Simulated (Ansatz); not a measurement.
**Input and output of a self-consistent single point for Sr3Bi2 (Pm-3m, 5 atoms in the cell) (Ansatz, an electronic-structure program)**

Level of theory: LDA (PW92), default PAW files made with PBE (plane waves; Ansatz).

This input was run:

Ansatz 0.2 input:
```yaml
crystal:
  lattice:
    - [6.10003800, 0.00000000, 0.00000000]
    - [0.00000000, 6.10003800, 0.00000000]
    - [0.00000000, 0.00000000, 6.10003800]
  atoms:
    - { symbol: Sr, position: [0.00000000, 0.50000000, 0.50000000] }
    - { symbol: Sr, position: [0.50000000, 0.00000000, 0.50000000] }
    - { symbol: Sr, position: [0.50000000, 0.50000000, 0.00000000] }
    - { symbol: Bi, position: [0.00000000, 0.00000000, 0.00000000] }
    - { symbol: Bi, position: [0.50000000, 0.50000000, 0.50000000] }
basis:
  ecutwfc: 420.0 eV
kpoints:
  mp_grid: { grid: [6, 6, 6] }
hamiltonian:
  xc: lda
  pseudopotentials: { kind: paw }
scf:
  occupations: { method: gaussian, width: 0.05 eV }
output:
  forces: true
  eigenvalues: true
  stress: true
```

Output (repeated stretches shortened):

```
WARN ansatz: RAYON_NUM_THREADS=1 ignored (pool sized by the plan → 1); use --threads N
Pseudopotentials: kind: paw
Pseudopotential: Sr, paw, valence charge 10
Pseudopotential: Bi, paw, valence charge 15
Crystal: 5 atoms, lattice volume = 226.985 Å³
Basis set: ecut = 420 eV, 4385 PW (Γ)
Bands: 36, of which v1, the nominal top of the filled ones, is band 30 counted from 1 (29 counted from 0)
Symmetry: 48 space group operations
Space group: Pm-3m (ITA 221), of the structure as read, at distance tolerance 6.1e-5 Å
k-points: 20 of 216
PAW frozen core: Sr, regenerated for the run's functional, and the local potential with it
PAW frozen core: Bi, regenerated for the run's functional, and the local potential with it
Initial density: superposition of atomic densities (neutral atoms: chi_scale 0, normalization atom), corrected by the library's trained network
Initial wavefunctions: pseudopotential atomic-orbital guess
Eigensolver: davidson
Functional: x = slater, c = lda
SCF iter   1: F=—  HF=-34507.331482 eV  |F-HF|=—  |Δ(HF+E_count)|=         —  Δρ=3.71e-3  dr2=2.86e-2  ethr=1.77e-3  ⟨swp⟩=10.6  Hψ=4193  notcnv=0
all-band conjugate gradients solve this SCF's bands
preconditioner: auto → Resta (q_TF=auto, 2.186 Å⁻¹)
SCF iter   2: F=—  HF=-34507.328609 eV  |F-HF|=—  |Δ(HF+E_count)|=   2.87e-3  Δρ=1.79e-3  dr2=5.26e-3  ethr=4.77e-5  ⟨swp⟩=2.2  Hψ=1062  notcnv=0  defer=12
SCF iter   3: F=—  HF=-34507.327693 eV  |F-HF|=—  |Δ(HF+E_count)|=   9.16e-4  Δρ=3.06e-4  dr2=2.85e-4  ethr=8.77e-6  ⟨swp⟩=2.0  Hψ=762  notcnv=0  defer=12
SCF iter   4: F=—  HF=-34507.327720 eV  |F-HF|=—  |Δ(HF+E_count)|=   2.72e-5  Δρ=8.77e-5  dr2=4.39e-5  ethr=4.75e-7  ⟨swp⟩=2.0  Hψ=848  notcnv=0  defer=12
SCF iter   5: F=—  HF=-34507.327648 eV  |F-HF|=—  |Δ(HF+E_count)|=   7.17e-5  Δρ=2.96e-5  dr2=3.30e-6  ethr=7.32e-8  ⟨swp⟩=2.0  Hψ=827  notcnv=0  defer=12
SCF iter   6: F=—  HF=-34507.327648 eV  |F-HF|=—  |Δ(HF+E_count)|=   2.88e-7  Δρ=1.02e-5  dr2=3.03e-7  ethr=5.49e-9  ⟨swp⟩=2.0  Hψ=1227  notcnv=0  defer=12
SCF iter   7: F=-34507.327648 eV  HF=-34507.327648 eV  |F-HF|=8.90e-9  |Δ(HF+E_count)|=   7.21e-8  Δρ=2.73e-6  dr2=2.88e-8  ethr=1.67e-10  ⟨swp⟩=11.8  Hψ=3737  notcnv=0
SCF 1 converged in 7 iterations: F = -34507.327648 eV  dr2 = 2.88e-8
SCF converged after 7 iterations
Free energy (F): -34507.327648 eV
Harris-Foulkes:  -34507.327648 eV  (|F-HF|=8.90e-9)
Internal energy: -34507.327291 eV  (E = F + TS)
E sigma→0 (E₀):  -34507.327469 eV
Entropy (-TS):   -0.000357 eV (-0.071 meV/atom)
Fermi energy:    6.115734 eV
--- Per-component energies (eV) ---
  E_band       = -675.297574
  E_kinetic    = 1343.574820
  E_local      = -6142.898867  (includes V_loc(G=0)·N_el)
  E_nonlocal   = 1740.876731
  E_hartree    = 1931.212907
  E_xc         = -812.372931
  E_vxc        = -770.634506  (∫ρ·V_xc dr)
  E_paw        = -28497.806826  (= ΣΔE_a)
  E_vpaw       = -708.633264  (= ΣTr[D̂ρ^β])
  E_aug_tail   = -0.001047  (compensation charges beyond the density's cutoff)
  E_ewald      = -4070.784714
  E_core_change = 0.872637  (= ΣΔE_core)
  E_smearing   = -0.000357  (= −TS)
  E_closure    = 0.000000  (closes the sum)
  Σ components = -34507.327648   (vs F -34507.327648, Δ=0.00e0)
--- Forces (eV/Å), atoms counted from 1 ---
  atom   1  Sr     0.00000000    -0.00000000     0.00000000
   [... zero for the other atoms too ...]
  max |Σ_I F_I| component: 1.48e-28 eV/Å
--- Stress (GPa, compression-positive) ---
       -0.454963       0.000000       0.000000
       -0.000000      -0.454963       0.000000
        0.000000       0.000000      -0.454963
  P = ⅓ Tr σ = -0.4550 GPa (-4.550 kbar)
  The stress holds the Pulay correction. Without it, at fixed plane waves, as pw.x and ABINIT print it: P = -0.4625 GPa
--- Band table (eV; the first three rows and the last of 20) ---
  k-point 0: bands = ["-30.0400", "-30.0262", "-30.0262", "-15.9809", "-15.9809", "-15.9088", "-15.9088", "-15.9088", "-15.5752", "-15.5752", "-15.5752", "-15.5740", "-15.5740", "-12.1763", "-12.1763", "-12.1763", "-12.0619", "-12.0619", "-12.0619", [...]
  k-point 1: bands = ["-30.0391", "-30.0269", "-30.0262", "-15.9919", "-15.9809", "-15.9093", "-15.9093", "-15.9089", "-15.5753", "-15.5753", "-15.5752", "-15.5740", "-15.5740", "-12.1711", "-12.1711", "-12.1622", "-12.0627", "-12.0627", "-12.0622", [...]
  k-point 2: bands = ["-30.0370", "-30.0285", "-30.0262", "-16.0137", "-15.9809", "-15.9102", "-15.9102", "-15.9088", "-15.5753", "-15.5753", "-15.5752", "-15.5741", "-15.5739", "-12.1596", "-12.1596", "-12.1277", "-12.0655", "-12.0655", "-12.0628", [...]
  k-point 19: bands = ["-30.0297", "-30.0297", "-30.0297", "-16.0449", "-16.0449", "-15.9124", "-15.9124", "-15.9124", "-15.5753", "-15.5753", "-15.5753", "-15.5738", "-15.5738", "-12.3960", "-12.1181", "-12.1181", "-12.1181", "-12.0198", [...]
```

The run converged in 7 iterations.

The starting cell comes from a database of computed structures (which also holds hypothetical and non-ambient phases and stackings), without a prior relaxation at this level. Its lattice was rescaled by a random factor within 2.5 % of one. Spin-orbit coupling is off. Ansatz's pressure includes its estimate of the finite-basis (Pulay) stress.
